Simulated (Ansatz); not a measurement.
Base system: HfN in the rock salt structure (space group Fm-3m, No. 225; a = 4.5018 Å; relaxed with 0.1 eV smearing).

Level of theory: PBEsol in Ansatz (plane waves to 420 eV, PAW, no SOC).

Base values:

```
Property   Result
--------  -------
Pressure  0.0 GPa
```

The change: every lattice vector is stretched by 2.68 %; the atoms relax in the strained cell.

**Question.** What happens to the pressure?

**Answer.** The pressure goes from zero to -19.0 GPa.

**Question.** Predict the new energy relative to the base.

**Answer.** The energy rises by 60 meV/atom.

Stability against distortions was not tested. The final runs are not spin-polarised. An odd electron count without spin: HfN.

Ansatz is a first-principles code.
